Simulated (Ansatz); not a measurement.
**A computed series for ZnAu: response to strain**

Start from ZnAu in the CsCl type structure (space group Pm-3m, No. 221; a = 3.1868 Å; relaxed with 0.1 eV smearing).

Strains are applied to the cell and any free atomic positions relax.

Level of theory: PBE/PAW in Ansatz (a quantum-chemistry and plane-wave program), no spin-orbit coupling.

Candidates:
(a) isotropic strain −3.00 %
(b) isotropic strain +1.50 %
(c) isotropic strain −1.50 %
(d) isotropic strain +1.00 %

Notes on the quantities. energy relative to the base: free energy F.

### Question
Order them by energy relative to the base, lowest first.

### Answer
(d) isotropic strain +1.00 % (+5.1 meV/atom), (b) isotropic strain +1.50 % (+11 meV/atom), (c) isotropic strain −1.50 % (+13 meV/atom), (a) isotropic strain −3.00 % (+55 meV/atom)

No phonon test of stability was made.
